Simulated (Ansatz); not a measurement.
The starting structures come from a database of crystals and need not be the phases stable at ambient conditions.

Inside the gap of an insulator the Bloch states are evanescent, with a wavenumber k + iκ along the transport direction.

Input:

```yaml
crystal:
  lattice:
    - [4.38141, 0.00000, 0.00000]
    - [0.00000, 12.90992, 0.00000]
    - [0.00000, 6.45496, 3.72677]
  atoms:
    - { symbol: S, position: [0.50000, 0.88500, 0.22999] }
    - { symbol: S, position: [0.83333, 0.11500, 0.88500] }
    - { symbol: S, position: [0.16667, 0.00000, 0.88500] }
    - { symbol: S, position: [0.26158, 0.54458, 0.14108] }
    - { symbol: S, position: [0.59492, 0.68567, 0.08408] }
    - { symbol: S, position: [0.92825, 0.76975, 0.77484] }
    - { symbol: S, position: [0.73842, 0.31433, 0.14108] }
    - { symbol: S, position: [0.40508, 0.23025, 0.08408] }
    - { symbol: S, position: [0.07175, 0.45542, 0.77484] }
```

Space group of this cell: P3_221. The cell was relaxed by PBE-D3(BJ).

Transport runs along the normal of the first two printed cell vectors, the (110) plane of the conventional cell.

The gap is the functional's own. No spin-orbit coupling. Mid-gap values are interpolated on the energy grid.

Q: Predict the band gap and the smallest decay constant κ at mid-gap from Ansatz (a quantum-chemistry and plane-wave program) with r2SCAN.

A: Gap 2.10 eV on a 8×8×8 mesh; κ = 0.324 1/Å, at (0.500, 0.000) of the in-plane reciprocal vectors. At the zone centre, at the nearest computed energy, the slowest state has κ = 0.49 1/Å.
